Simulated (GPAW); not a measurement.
GPAW 25.7.0, DFT, PBE, plane waves, PAW datasets of gpaw-data 1.0.1: bcc Fe, atoms displaced, 2 atoms, spin-polarised from a ferromagnetic start (3 μB on Fe). Basis and mesh were picked for this test and aren't claimed converged.

```
Property                                                              Result
-------------------------------------------  -------------------------------
cell                                         2.87, 2.87, 2.87 Å; 90, 90, 90°
distance to the nearest atom                                  2.44 to 2.44 Å
task                                                                     scf
mode.name                                                                 pw
mode.ecut                                                             500 eV
xc                                                                       PBE
k mesh                                                                 8×8×8
kpts.gamma                                                              true
occupations.name                                                 fermi-dirac
occupations.width                                                     0.1 eV
convergence.density (electrons an electron)                            1e-05
maxiter                                                                  150
parallel.sl_auto                                                       false
eigensolver.name                                               dav (default)
eigensolver.niter                                                2 (default)
mixer.backend                                                pulay (default)
mixer.method                                            difference (default)
mixer.beta                                                    0.05 (default)
mixer.nmaxold                                                    5 (default)
mixer.weight                                                    50 (default)
convergence.eigenstates (eV² an electron)                    4e-08 (default)
convergence.energy (eV an electron)                         0.0005 (default)
k-points after symmetry (for each spin)                                  260
bands                                                                     18
electrons                                                                 16
plane waves                                                              624
coarse grid                                                         15*15*15
symmetry operations                                                        1
```

Machine: one whole node, AMD EPYC (Zen 5), 96 cores on 1 socket, no SMT, 12 L3 cache groups; 94 cores' worth of CPU time may be used.

Times are wall-clock medians of two to five runs, from launch to exit, with nothing else on the machine. Processes are pinned to neighbouring cores unless said otherwise. The times hold for this build (conda-forge: Open MPI, OpenMP, OpenBLAS, FFTW, ScaLAPACK, ELPA). Scratch files lie in a memory file system.

All on 8 ranks. Base settings, kept where nothing else is said: parallel.kpt = 8, parallel.band = 1, parallel.domain = 1, parallel.augment_grids = true. The candidates, on 8 cores each, agree within 1.0 meV/atom in energy, 10 meV/Å in forces (largest component), 0.020 μB in site moments:
A. parallel.kpt = 8 by the program's choice (default), parallel.band = 1 by the program's choice (default), parallel.domain = 1 by the program's choice (default), parallel.augment_grids = false (default)
B. the base settings
C. parallel.kpt = 1, parallel.band = 2, parallel.domain = 4
D. parallel.kpt = 1, parallel.band = 8
E. parallel.kpt = 1, parallel.band = 4, parallel.domain = 2

### Question
Which of these settings finishes first?

### Answer
B and A, at 8.7 s to 8.8 s, level within 8 % or the scatter of repeats. At the other end D takes 4.4× as long.

```csv
candidate,wall time,repeats,SCF iterations
B,8.7 s,2 runs within 1 %,24
A,8.8 s,2 runs within 1 %,24
C,29 s,2 runs within 2 %,24
E,33 s,2 runs within 1 %,24
D,38 s,2 runs within 1 %,24
```

From the slowest to the fastest: The largest move is in the band solver (Davidson, Orthonormalize): 30 s to 4.9 s.
